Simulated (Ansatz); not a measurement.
The parent structure is IrO2 in the rutile structure (space group P4_2/mnm, No. 136; a = 4.529 Å, c = 3.180 Å). Axes: x, y, z lie along a, b, c of the conventional cell.

The values are results of PBE/PAW in Ansatz (a program for electronic structure), no spin-orbit coupling, not measurements.

For the base:

- Shortest interatomic distance = 1.976 Å

It is then changed as follows: uniaxial stress, 8 GPa compression along z; all other stress components relax to zero.

Q: How does this affect the energy relative to the base and shortest interatomic distance?

A: The energy grows by 4.7 meV/atom; the shortest interatomic distance stays 1.976 Å.

Without a gap, meshes like the base's 10×10×15 leave anisotropic stresses uncertain by several tenths of a GPa, and small strain energies with them. Load acts through the strain it causes; cell and atoms are relaxed under it. Stability under load was not tested beyond the relaxation. No Hubbard U is applied, and correlation can decide whether such a compound is a metal. All final runs are without spin polarisation.
